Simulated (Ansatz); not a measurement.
What biaxial strain +2.47 %, plane normal [001], relaxed out of plane does to Pd

Start from Pd in the fcc (Cu type) structure (space group Fm-3m, No. 225; a = 3.878 Å; relaxed with 0.1 eV smearing). Axes: x, y, z lie along the cube axes.

The change: tensile biaxial strain of 2.47 % in the plane normal to [001], as in epitaxy on a mismatched substrate; the out-of-plane cell vector and the atoms relax.

Computed with Kohn–Sham DFT with the PBEsol functional, run in Ansatz (a program for electronic structure) with PAW and 420 eV plane waves, spin-orbit coupling left out, earlier PAW set. Γ-centred 29×29×29 mesh, Fermi–Dirac width 0.1 eV.

* **Volume per atom**: 14.74 Å³ (base 14.57 Å³)
* **Space group**: I4/mmm (No. 139) (base Fm-3m (No. 225))
* **Shortest interatomic distance**: 5.153 bohr (base 5.181 bohr)
* **Energy relative to the base (free energy F)**: +7.6 meV/atom
* **Pressure (mean of the normal stresses, compression positive)**: -2.1 GPa (base 0.0 GPa)
* **Band gap**: zero (base zero)
* **Out-of-plane strain**: -3.67 %
* **Ratio −ε⊥/ε∥**: 1.48

Final structure (turned so that z lies along the plane normal):

```yaml
crystal:
  lattice:
    - [2.80953, 0.00000, 0.00000]
    - [0.00000, 2.80953, 0.00000]
    - [1.40477, -1.40477, 1.86768]
  atoms:
    - { symbol: Pd, position: [0.00000, 0.00000, 0.00000] }
```

Cost of the whole job for the changed cell (relaxation, final SCF and bands): about 4 core-minutes (a rough figure).

Stability against distortions was not tested. The final runs are not spin-polarised.
